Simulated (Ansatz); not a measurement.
Bond-angle distributions (per cent of the angles at each element, bins of 10°) of a relaxed model of amorphous Si₂₀P₂O₄₅ at 2.26 g/cm³. These are PBE, scalar-relativistic without spin-orbit coupling (plane waves to 420 eV, PAW; Ansatz, a program for electronic structure) values and carry that method's errors.

A CHGNet melt-quench gave the starting glass, which DFT then relaxed. O atoms were pushed apart under 1.9 Å during the dynamics, to hinder bonds among them. The hot cell started wider than the set density and was brought back towards it in steps. It is the lowest in DFT energy of 2 quenches. It is a model cell: composition and starting density were chosen by hand, and all elements were melted together. No dispersion term was used. Its density started from a set value of 2.39 and ended at 2.26 g/cm³. The quench (nominally 140 K/ps over its main leg) was far faster than any real one, so the model tends to hold more defects than a real film. Values belong to this one cell and scatter from quench to quench. The volume was free in the relaxation, at fixed shape. Stress components on the final sampling reach 2.3 GPa.

Bonds are counted up to Si-Si 2.60 Å, Si-P 2.55 Å, Si-O 1.90 Å, P-P 2.50 Å, P-O 2.08 Å, O-O 1.58 Å. Two cations that share two anions don't count as bonded, nor two that share one unless they lie closer than Si-Si 2.38 Å, Si-P 2.33 Å, P-P 2.29 Å.

```json
[
 {"angle (°)": "50-60", "at Si": "0", "at O": "0"},
 {"angle (°)": "60-70", "at Si": "0", "at O": "0"},
 {"angle (°)": "70-80", "at Si": "0", "at O": "0"},
 {"angle (°)": "80-90", "at Si": "0", "at O": "0"},
 {"angle (°)": "90-100", "at Si": "2", "at O": "0"},
 {"angle (°)": "100-110", "at Si": "49", "at O": "0"},
 {"angle (°)": "110-120", "at Si": "45", "at O": "7"},
 {"angle (°)": "120-130", "at Si": "3", "at O": "19"},
 {"angle (°)": "130-140", "at Si": "0", "at O": "30"},
 {"angle (°)": "140-150", "at Si": "0", "at O": "26"},
 {"angle (°)": "150-160", "at Si": "0", "at O": "12"},
 {"angle (°)": "160-170", "at Si": "0", "at O": "5"},
 {"angle (°)": "170-180", "at Si": "0", "at O": "2"}
]
```

They go with these counts of neighbours within the cut-offs, cation contacts included: Si mean 4.0, most often 4; O mean 2.0, most often 2.
